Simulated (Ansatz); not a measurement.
Abridged Ansatz (a first-principles code) output:

```
Pseudopotential: Mo, paw, valence charge 14
Pseudopotential: Os, paw, valence charge 16
Crystal: 8 atoms, lattice volume = 120.752 Å³
Basis set: ecut = 420 eV, 2373 PW (Γ), exchange–correlation on 72×72×72 points (8 copies of the dense FFT grid, shifted against one another)
Bands: 70, of which v1, the nominal top of the filled ones, is band 58 counted from 1 (57 counted from 0)
Symmetry: 48 space group operations
k-points: 56 of 1000
Functional: x = pbesol(κ = 0.804, μ = 0.12345679012345678), c = pbesol(β = 0.046)
SCF iter   1: F=—  HF=-51886.892876 eV  |F-HF|=—  |Δ(HF+E_count)|=         —  Δρ=5.15e-3  dr2=2.19e-2  ethr=1.77e-3  ⟨swp⟩=4.9  Hψ=12713  notcnv=0  defer=4
SCF iter   2: F=—  HF=-51886.889917 eV  |F-HF|=—  |Δ(HF+E_count)|=   2.96e-3  Δρ=2.77e-3  dr2=6.47e-3  ethr=1.89e-5  ⟨swp⟩=2.5  Hψ=6962  notcnv=0  defer=54
SCF 1 converged in 7 iterations: F = -51886.888193 eV  dr2 = 1.53e-10
SCF converged after 7 iterations
Free energy (F): -51886.888193 eV
Internal energy: -51886.822179 eV  (E = F + TS)
E sigma→0 (E₀):  -51886.855186 eV
Entropy (-TS):   -0.066014 eV (-8.252 meV/atom)
Fermi energy:    22.214318 eV
--- Forces (eV/Å), atoms counted from 1 ---
  atom   1  Mo    -0.00000000    -0.00000000     0.00000000
  atom   2  Mo    -0.00000000     0.00000000     0.00000000
  atom   3  Mo     0.00000000     0.00000000     0.00000000
  atom   4  Mo    -0.00000000    -0.00000000     0.00000000
  atom   5  Mo     0.00000000     0.00000000     0.00000000
  atom   6  Mo     0.00000000     0.00000000    -0.00000000
  atom   7  Os     0.00000000    -0.00000000     0.00000000
  atom   8  Os     0.00000000    -0.00000000     0.00000000
--- Stress (GPa, compression-positive) ---
       -0.000368      -0.000000       0.000000
        0.000000      -0.000368       0.000000
        0.000000       0.000000      -0.000368
  P = ⅓ Tr σ = -0.0004 GPa (-0.004 kbar)
```

Problem. What was computed, and what are the main results?

Solution. Mo3Os, 8 atoms in the cell, with PBEsol, PAW, 420 eV (Ansatz; no spin-orbit coupling). The last SCF converged to F = -51886.888193 eV, or -6485.8610 eV per atom, at a pressure of 0.00 GPa. The total energy compares only with runs of the same code, potentials and settings.

Whether these cells are dynamically stable was not tested. All final runs are without spin polarisation. The cell is Mo$_{3}$Os in the A15 (Cr3Si type) structure (space group Pm-3n, No. 223).
